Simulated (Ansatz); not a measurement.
## How the lattice parameter a of BAs (model structure, started from the PtS type, P4₂/mmc, No. 131, 4 atoms in the cell) moves with the method

No measured value is used here.

```
level (code)         value (Å)
-------------------  ---------
PBE (Ansatz)               [?]
PBEsol (Ansatz)          3.141
PBE-D3(BJ) (Ansatz)      3.135
```

Q: What belongs in the gaps?

A: 
- PBE (Ansatz, a program for electronic structure), value (Å): 3.175

Ansatz's density-functional and Hartree–Fock values are scalar-relativistic unless marked +SOC, with PAW data made under PBE.

A model structure was made by putting elements into a prototype or built by hand; it is no filed structure, need not be a known phase, and can be a saddle point held by its symmetry.
